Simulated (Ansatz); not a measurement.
An Ansatz (an electronic-structure program) run: MoTe2 with a change (pressure 3 GPa); DFT with PBEsol-D3(BJ), PAW potentials and a 420 eV plane-wave cutoff in Ansatz, spin-orbit coupling left out.

Input:

Ansatz 0.2 input:
```yaml
crystal:
  lattice:
    - [3.4130767908, 0, 0]
    - [-1.7065383954, 2.9558112059, 0]
    - [0, 0, 13.1978769826]
  atoms:
    - { symbol: Te, position: [0.6666666667, 0.3333333333, 0.3877848594] }
    - { symbol: Te, position: [0.3333333333, 0.6666666667, 0.8877848594] }
    - { symbol: Te, position: [0.3333333333, 0.6666666667, 0.6122151406] }
    - { symbol: Te, position: [0.6666666667, 0.3333333333, 0.1122151406] }
    - { symbol: Mo, position: [0.6666666667, 0.3333333333, 0.75] }
    - { symbol: Mo, position: [0.3333333333, 0.6666666667, 0.25] }
basis: { ecutwfc: 420, ecutrho_ratio: 4, xc_grid: 2, fft_grid_basis: typed }
kpoints: { mp_grid: { grid: [11, 11, 3] } }
hamiltonian:
  xc: pbesol
  dispersion: d3bj
  pseudopotentials: { kind: paw }
scf: { occupations: { method: fermi_dirac, width: 0.05 } }
relax: { f_tol: 0.01, max_steps: 60, cell: { stress_tol: 0.02, p_target: 3.0 } }
output: { forces: true, stress: true }
checkpoint: { write: state.ck, write_every: 1000 }
```

Output (explanatory and most iteration lines left out):

```
Relaxation: its limit of steps is 60 (relax.max_steps)
Pseudopotential: Te, paw, valence charge 16
Pseudopotential: Mo, paw, valence charge 14
Crystal: 6 atoms, lattice volume = 133.146 Å³
Basis set: ecut = 420 eV, 2613 PW (Γ), exchange–correlation on 48×48×180 points (8 copies of the dense FFT grid, shifted against one another)
Bands: 56, of which v1, the nominal top of the filled ones, is band 46 counted from 1 (45 counted from 0)
Symmetry: 24 space group operations
Space group: P63/mmc (ITA 194), of the structure as read, at distance tolerance 5.1e-5 Å
k-points: 32 of 363
Functional: x = pbesol(κ = 0.804, μ = 0.12345679012345678), c = pbesol(β = 0.046)
SCF iter   1: F=—  HF=-37405.979835 eV  |F-HF|=—  |Δ(HF+E_count)|=         —  Δρ=6.69e-3  dr2=6.88e-2  ethr=1.77e-3  ⟨swp⟩=7.3  Hψ=6990  notcnv=0  defer=1
SCF iter   2: F=—  HF=-37405.976183 eV  |F-HF|=—  |Δ(HF+E_count)|=   3.65e-3  Δρ=3.50e-3  dr2=1.63e-2  ethr=7.48e-5  ⟨swp⟩=1.8  Hψ=2305  notcnv=0  defer=18
SCF 1 converged in 6 iterations: F = -37405.976108 eV  dr2 = 4.53e-8
relax step   1: F+E_penalty+E_count = -37405.97610790 eV  Δ(F+E_penalty+E_count) = +0.000e0 eV  max|allowed force component| = 5.696e-5 eV/Å  Δτ_max = 0.0000 Å  P = +1.500 GPa  Ω = 133.146 Å³  (6 SCF iters, dr2 threshold 1.00e-7 eV, accepted)
[... steps on the carried basis left out ...]
relax step   6: F+E_penalty+E_count = -37405.94107922 eV  Δ(F+E_penalty+E_count) = +5.807e-4 eV  max|allowed force component| = 5.085e-3 eV/Å  Δτ_max = 0.0000 Å  P = +3.001 GPa  Ω = 130.622 Å³  stress off target by 1.11e-2 GPa  SCF on the basis re-selected at this cell (its energy is not comparable with the rows above)  (9 SCF iters)
SCF converged after 9 iterations
Free energy (F): -37405.941079 eV
Internal energy: -37405.938583 eV  (E = F + TS)
E sigma→0 (E₀):  -37405.939831 eV
Entropy (-TS):   -0.002497 eV (-0.416 meV/atom)
Fermi energy:    15.337624 eV
  E_disp       = -3.555026  (pairwise vdW)
--- Forces (eV/Å), atoms counted from 1 ---
  atom   1  Te    -0.00000000    -0.00000000     0.00508479
  atom   2  Te    -0.00000000     0.00000000     0.00508479
  atom   3  Te     0.00000000     0.00000000    -0.00508479
  atom   4  Te    -0.00000000    -0.00000000    -0.00508479
  atom   5  Mo     0.00000000    -0.00000000     0.00000000
  atom   6  Mo     0.00000000     0.00000000     0.00000000
--- Stress (GPa, compression-positive) ---
        2.996230      -0.000000       0.000000
       -0.000000       2.996230       0.000000
        0.000000       0.000000       3.011125
  P = ⅓ Tr σ = 3.0012 GPa (30.012 kbar)
--- Relaxed structure (5 steps of the walk, 4 accepted, 1 SCFs on fresh bases) ---
  cell:  # Å, volume = 130.6224 Å³
    - [3.3941070981644144, -5.3637232449565986e-36, 0.0]
    - [-1.6970535490822072, 2.9393829701754663, 0.0]
    - [0.0, 0.0, 13.092907098994656]
  atoms:
    - { symbol: Te, position: [0.6666666666666666, 0.3333333333333333, 0.38904732761175476] }
    - { symbol: Te, position: [0.3333333333333333, 0.6666666666666666, 0.8890473276117545] }
    - { symbol: Te, position: [0.3333333333333333, 0.6666666666666666, 0.6109526723882454] }
    - { symbol: Te, position: [0.6666666666666666, 0.3333333333333333, 0.11095267238824519] }
    - { symbol: Mo, position: [0.6666666666666666, 0.3333333333333333, 0.7499999999999999] }
    - { symbol: Mo, position: [0.3333333333333333, 0.6666666666666666, 0.24999999999999997] }
```

With Te present, leaving out spin-orbit coupling can change the band edges. Load acts through the strain it causes; cell and atoms are relaxed under it. Stability against distortions was not tested. The cell was made from MoTe$_{2}$ (space group P6_3/mmc, No. 194; layered, stacked along the Cartesian z axis) by this change: pressure 3 GPa.
